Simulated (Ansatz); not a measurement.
The reference is GaN in the zinc blende structure (space group F-43m, No. 216; a = 4.498 Å). Axes: x, y, z lie along the cube axes.

All numbers come from plane-wave PAW DFT at the r2SCAN level (Ansatz, a quantum-chemistry and plane-wave program, 500 eV), no spin-orbit coupling.

One thing is altered: the cell is scaled by 0.9790 in all directions; the atoms relax in the strained cell.

Task: Predict the stress tensor and what it implies for the stiffness.

Result: Stress of the strained cell less that of the base (GPa, compression positive):
```
  14.35    0.00    0.00
   0.00   14.35    0.00
   0.00    0.00   14.35
```

Then B = −ΔP/(ΔV/V₀) with ΔV/V₀ = -0.0617 gives secant stiffness values (nonlinear terms included at this strain): B ≈ 233 GPa.

As a check, the harmonic strain energy −½ V₀ Δσ:ε is 32 meV/atom; the computed energy rise is 30 meV/atom.

Stability against distortions was not tested. This is not the structure that GaN has at room temperature and ambient pressure.
